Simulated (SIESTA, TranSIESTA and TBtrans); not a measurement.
Junction: Fe chain bridged by a linear CO unit along the axis. Leads: straight Fe chain, spacing 2.25 Å. Geometry: as built, not relaxed. Transport runs along z; the first 6 and the last 6 of the 22 atoms are the lead cells, repeated to infinity.

```xyz
22
Lattice="9.000 0.000 0.000 0.000 9.000 0.000 0.000 0.000 47.570" Properties=species:S:1:pos:R:3 pbc="F F T"
Fe     4.500     4.500     0.000
Fe     4.500     4.500     2.250
Fe     4.500     4.500     4.500
Fe     4.500     4.500     6.750
Fe     4.500     4.500     9.000
Fe     4.500     4.500    11.250
Fe     4.500     4.500    13.500
Fe     4.500     4.500    15.750
Fe     4.500     4.500    18.000
Fe     4.500     4.500    20.250
C      4.500     4.500    22.075
O      4.500     4.500    23.245
Fe     4.500     4.500    25.070
Fe     4.500     4.500    27.320
Fe     4.500     4.500    29.570
Fe     4.500     4.500    31.820
Fe     4.500     4.500    34.070
Fe     4.500     4.500    36.320
Fe     4.500     4.500    38.570
Fe     4.500     4.500    40.820
Fe     4.500     4.500    43.070
Fe     4.500     4.500    45.320
```
Starting moments (μB): atom 7 +3.2, atom 8 +3.2, atom 9 +3.2, atom 10 +3.2, atom 12 +0.5, atom 13 +3.2, atom 14 +3.2, atom 15 +3.2, atom 16 +3.2; lead atoms +3.2 (left) and +3.2 (right).

Run with TranSIESTA and TBtrans (open boundaries, self-consistent; PseudoDojo norm-conserving potentials, scalar-relativistic): Spin polarized, PAO.BasisSize DZP, PAO.EnergyShift 0.15 eV, XC.Authors PBE, Mesh.Cutoff 200 Ry, ElectronicTemperature 300 K, TS.Voltage 0.0 eV, TBT.Elecs.Eta 0.001 eV.

Energies count from the leads' Fermi level. Transmissions are for each spin. The energy step is 0.01 eV; narrower resonances are cut or missed.

| E (eV) | T up | T down |
|---|---|---|
| -0.20 | 0.0279 | 1.46 |
| -0.15 | 0.0275 | 1.46 |
| -0.10 | 0.0272 | 1.47 |
| -0.05 | 0.0269 | 1.47 |
| 0.00 | 0.0265 | 1.47 |
| 0.05 | 0.0262 | 1.47 |
| 0.10 | 0.0258 | 1.48 |
| 0.15 | 0.0255 | 1.48 |
| 0.20 | 0.0251 | 1.49 |

Give the zero-bias conductance in μS and the resistance at 300 K.

At the Fermi level the mean of both spins is (0.0265 + 1.47)/2 = 0.748. Averaged with −∂f/∂E over the full grid (kT = 25.9 meV) it is 0.748. With G0 = 2e²/h = 77.48 μS, G = 58.0 μS and R = 1/G = 17.2 kΩ.

The eigenchannels at the Fermi level (both spins) transmit 0.0265, 0.715, 0.715, 0.0378. What Fano factor of the shot noise follows at low temperature and bias?

F = Σ τ(1 − τ)/Σ τ = 0.470/1.49 = 0.31.

The magnetic order of the leads was set by the start, and no other order was tried; the separate lead runs end at 3.39 (left) and 3.39 (right) μB an atom. The straight chain is held at its spacing; free chains may zigzag or dimerise.
